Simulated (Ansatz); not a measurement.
Take In2O3 (space group P-3m1, No. 164; a = 3.4191 Å, c = 6.0937 Å; a hypothetical phase, not in the database extracts checked) as the base. Axes: x lies along a and z along c of the hexagonal cell.

Now apply this change: a pure shear with ε_xz = ε_zx = 0.0055; the atoms relax in the strained cell.

Levels (all Ansatz, a first-principles code, PAW): PBEsol (420 eV, no spin-orbit coupling); r2SCAN (500 eV, no SOC); HSE06 (420 eV, spin-orbit coupling left out).

At the geometry relaxed with PBEsol, these levels gave the following band gaps, in shuffled order: (a) 1.29 eV, (b) 0.69 eV, (c) 2.17 eV.

Problem. Match each gap to its level.

Solution. (a) r2SCAN; (b) PBEsol; (c) HSE06.

Single points use the geometry relaxed with PBEsol. HSE06 gaps are upper bounds (no full band path). Whether these cells are dynamically stable was not tested. The base started in P3m1 and relaxed to P-3m1 at this level.
